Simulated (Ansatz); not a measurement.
Base system: CdSe in the zinc blende structure (space group F-43m, No. 216).

```xyz
2
Lattice="0.0000 3.0666 3.0666 3.0666 0.0000 3.0666 3.0666 3.0666 0.0000" Properties=species:S:1:pos:R:3 pbc="T T T"
Se     4.6000     4.6000     4.6000
Cd     0.0000     0.0000     0.0000
```

The values are results of r2SCAN (Ansatz, a quantum-chemistry and plane-wave program), no spin-orbit coupling, not measurements.

One change was made to it. Results:

| quantity | base | after |
|---|---|---|
| band gap | 1.04 eV | 1.08 eV |
| shortest interatomic distance | 2.656 Å | 2.641 Å |
| electron mass | 0.093 mₑ (at Γ) | 0.095 mₑ (at Γ) |

### Question
Which of these changes matches the shifts?
(A) pressure 0.9 GPa
(B) pressure 30 GPa
(C) pressure 2.1 GPa
(D) pressure 15 GPa
(E) pressure 22.5 GPa

### Answer
A, pressure 0.9 GPa. For comparison, the band gap in the other runs: pressure 30 GPa gives 1.64 eV; pressure 22.5 GPa gives 1.55 eV; pressure 15 GPa gives 1.44 eV; pressure 2.1 GPa gives 1.12 eV.

Load acts through the strain it causes; cell and atoms are relaxed under it. Effective masses come from finite differences of ±0.01 Å⁻¹. No phonon test of stability was made. Tetrahedral semiconductors of this kind turn to denser phases somewhere between about 1 and 50 GPa; those were not computed, so compressed cells here can lie past the real transition.
